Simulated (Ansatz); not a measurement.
## Ta2N (P-3m1, No. 164; start mp-10196): c axis length by level of theory

No measured value is used here.

```csv
level (code),value (Å)
LDA (Ansatz),4.785
PBE (Ansatz),4.879
PBEsol (Ansatz),4.823
PBE-D3(BJ) (Ansatz),4.852
PBE-D4 (Ansatz),4.860
```

Density-functional levels without +SOC have no spin–orbit coupling. LDA, PBE, PBEsol, PBE-D3(BJ), PBE-D4: the relaxation could not lower the start's symmetry, so the cell can be a saddle point above a distorted one. Ansatz's density-functional and Hartree–Fock values are scalar-relativistic unless marked +SOC, with PAW data made under PBE.

A start named mp-… is a Materials Project structure, which can be a computed phase never made.

Ansatz is a program for electronic structure.
